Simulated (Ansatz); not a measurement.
System: L1₀ (CuAu-type) FePt. Method: PBE in Ansatz (plane waves, PAW).

Total energies, extrapolated to zero smearing (they compare only within this program, potentials and cutoff):

Magnetic elements are taken in their magnetic phases.

```csv
system,energy (eV/atom)
"L1₀ (CuAu-type) FePt, relaxed",-8501.9825
bcc Fe,-4480.4880
fcc Pt,-12523.0157
```

Work out the enthalpy of formation per atom.

ΔH_f ≈ ΔE = -8501.9825 − [1 × (-4480.4880) + 1 × (-12523.0157)]/2 = -0.231 eV/atom (0 K, no vibrations). The reference value is -0.238 ± 0.02 eV/atom (measured, 298 K, copied from a table, unchecked, no zero-point or thermal correction; as tabulated in Wang et al. (2021), doi:10.1038/s41598-021-94550-5), a difference of +0.007 eV/atom.

Spin–orbit coupling is left out; its size isn't shown.

The PAW data were made under PBE.

The crystal was run with parallel moments.

Ansatz is a first-principles code.
